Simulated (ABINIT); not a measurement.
# Equation of state of fluorite-structure PbF2 (space group 225): energy against volume (ABINIT, LDA)

```
PbF2
1.0
    0.00000     2.85449     2.85449
    2.85449     0.00000     2.85449
    2.85449     2.85449     0.00000
Pb F
1 2
Cartesian
  0.00000   0.00000   0.00000
  1.42724   1.42724   1.42724
  4.28173   4.28173   4.28173
```

Computed with LDA (PW92), norm-conserving pseudopotentials (PseudoDojo nc-sr-04 LDA standard) (plane waves; ABINIT 10.0.3). Settings: pseudos = [Pb.upf, F.upf]; ecut = 1497 eV; occopt = 3; tsmear = 0.01 eV; ngkpt = 10 10 10; nshiftk = 1; shiftk = 0 0 0; potentials = PseudoDojo nc-sr-04 LDA standard; nband = 19; kptopt = 1; nstep = 60; tolvrs = 1e-12. The cell above is the first row's. The rows scale it uniformly. In all rows fractional positions and the k mesh are held. E is the free energy at the stated smearing, counted from the lowest row.

```csv
V (Å^3/atom),E (meV/atom)
15.506,13.10
15.843,4.33
16.180,0.13
16.517,0.00
16.854,3.48
17.191,10.16
17.528,19.68
17.865,31.72
18.202,?
```

Taking the third-order Birch-Murnaghan form, a cubic in V^(-2/3) for E over the 8 complete rows: With u = V^(-2/3) - 0.153, the rows have u = 0.007818, 0.005529, 0.003320, 0.001186, -0.000876, -0.002871, -0.004801, -0.006671. Least squares gives E = 1.574 - 1815.43·u + 412452·u² + 1070824·u³. Residuals (row less fit): -0.002, 0.004, -0.002, -0.003, 0.000, 0.000, 0.002, -0.002; standard error 0.003 (degrees of freedom: 4). Its minimum lies at u = 0.002182, so V0 = (0.155182)^(-3/2) = 16.36. There d²E/du² = 838900 and d³E/du³ = 6425000, so B0 = (4/9) × 16.36^(-7/3) × 838900 × 0.160218 = 87.9 GPa (the last factor turns the table's units into GPa), and B0' = 4 + (2/3) × 0.155182 × (6425000)/838900 = 4.8. The program's pressures in the fitted runs (not shown) pass through zero at V = 16.36, 0.00 % from this V0.

Predict the withheld E at V = 18.202 from the fit, and compare with the calculation.

u = -0.008482, so E = 1.574 - 1815.43 × (-0.008482) + 412452 × (-0.008482)² + 1070824 × (-0.008482)³ = 45.993 meV/atom. The calculation gives 46.00 meV/atom, 0.007 meV/atom above the prediction (under 0.05 % of the range of E in the table). The row lies outside the fitted rows, so this is an extrapolation. From the scatter of the fitted rows alone, a prediction at this place has a standard error of 0.008 meV/atom, so the miss is 0.9 times that.

Carrying the step between the two nearest rows on in a straight line would have given 43.76, off by 2.24; series whose last step already gives the withheld value aren't shown. The scan was laid around a cell of about the measured size, scaled by a guess for this functional. This is the high-temperature polymorph. The runs keep the symmetry of the cell, so they don't test it for distortions. Spin-orbit coupling is off. Cutoffs and mesh are single choices, not tested for convergence of this quantity. Series with a scatter that would blur these digits, or in which a gap closes, are not shown. Nor are scans whose minimum lies at an end fitted in this form.
